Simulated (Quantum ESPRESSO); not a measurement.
How a calculation on LaNi₅H₆ (P3m1, 12 atoms in the cell) responds to its settings

```
CELL_PARAMETERS angstrom
      5.30136     0.00000     0.00000
     -2.65068     4.59111     0.00000
      0.00000     0.00000     4.20129
ATOMIC_POSITIONS crystal
  La 0.00000 0.00000 0.89615
  Ni 0.97979 0.48990 0.49949
  Ni 0.51011 0.48990 0.49949
  Ni 0.51011 0.02021 0.49949
  Ni 0.33333 0.66667 0.04944
  Ni 0.66667 0.33333 0.01626
  H  0.00812 0.50406 0.88694
  H  0.49594 0.50406 0.88694
  H  0.49594 0.99188 0.88694
  H  0.64596 0.82298 0.36153
  H  0.17702 0.82298 0.36153
  H  0.17702 0.35404 0.36153
```

Base run A: PBEsol, GBRV 1.5 ultrasoft (PBESOL) pseudopotentials (Quantum ESPRESSO 7.5), self-consistent single point.

Its settings: ecutwfc = 50 Ry; ecutrho = 400 Ry; occupations = smearing; smearing = gaussian; degauss = 0.0099958 Ry; potentials = {La: la_pbesol_v1.uspp.F.UPF, Ni: ni_pbesol_v1.4.uspp.F.UPF, H: h_pbesol_v1.4.uspp.F.UPF}; K_POINTS = automatic 4 4 4 0 0 0; conv_thr = 1e-10 Ry; mixing_beta = 0.7.

The starting cell comes from a database of computed structures (which also holds hypothetical and non-ambient phases and stackings), without a prior relaxation at this level. Spin polarisation is off. Without a gap this mesh is coarse (it stands for a supercell whose shortest vector is 17 Å).

A dash stands where there is no value to compare (another energy zero or no entropy term, no result, no spin, no clean gap, or a mesh too coarse for one). 

Run A gave: pressure (GPa) -2.41; largest force (eV/Å) 0.139.

Runs:
- B: vdw_corr: default → grimme-d3; dftd3_version: default → 3; dftd3_threebody: default → false [PBEsol-D3(0)]
- C: vdw_corr: default → grimme-d3; dftd3_version: default → 4; dftd3_threebody: default → false [PBEsol-D3(BJ)]
- D: vdw_corr: default → grimme-d3; dftd3_version: default → 4; dftd3_threebody: default → true [PBEsol-D3(BJ) with three-body term]

Problem. What does run D change against A?

Solution. The pressure goes from -2.41 to -5.96 GPa and the largest force moves little (0.139 to 0.138 eV/Å).

Problem. What does run B change against A?

Solution. The pressure goes from -2.41 to -6.83 GPa and the largest force goes from 0.139 to 0.154 eV/Å.

```tsv
run	pressure (GPa)	largest force (eV/Å)	dispersion energy (eV/atom)
A	-2.41	0.139	–
B	-6.83	0.154	-0.187
C	-7.00	0.137	-0.243
D	-5.96	0.138	-0.216
```

Left out of this page: 1 run of the series held back from this collection.
